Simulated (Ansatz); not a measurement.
**ScOF (P2₁/c, No. 14, 12 atoms in the cell; start mp-4661)**

Level of theory: r²SCAN+rVV10 (Ansatz, a program for electronic structure, plane waves, PAW).

Numerical settings: plane-wave cutoff 560 eV, 8×8×8 k mesh, Fermi–Dirac smearing 0.01 eV, scalar-relativistic PAW data made under PBE.

Cell (relaxed at this level):

```cif
data_F4O4Sc4
_chemical_formula_sum 'Sc4 O4 F4'
_space_group_name_H-M_alt 'P 1'
_space_group_IT_number 1
_cell_length_a 5.14646
_cell_length_b 5.13586
_cell_length_c 5.22183
_cell_angle_alpha 90.000
_cell_angle_beta 99.684
_cell_angle_gamma 90.000
loop_
_space_group_symop_operation_xyz
  'x, y, z'
loop_
_atom_site_label
_atom_site_type_symbol
_atom_site_fract_x
_atom_site_fract_y
_atom_site_fract_z
_atom_site_occupancy
Sc1 Sc 0.69206 0.47202 0.28732 1
Sc2 Sc 0.30794 0.52798 0.71268 1
Sc3 Sc 0.30794 0.97202 0.21268 1
Sc4 Sc 0.69206 0.02798 0.78732 1
O1 O 0.54524 0.74604 0.01227 1
O2 O 0.45476 0.25396 0.98773 1
O3 O 0.45476 0.24604 0.48773 1
O4 O 0.54524 0.75396 0.51227 1
F1 F 0.94143 0.32895 0.66116 1
F2 F 0.05857 0.67105 0.33884 1
F3 F 0.05857 0.82895 0.83884 1
F4 F 0.94143 0.17105 0.16116 1
```

```json
{
 "band_gap": "5.04 eV (indirect)",
 "smallest_direct_gap_on_the_k_points_sampled": "5.17 eV",
 "direct gap at Γ": "5.31 eV"
}
```

A start named mp-… is a Materials Project structure, which need not be a measured phase.
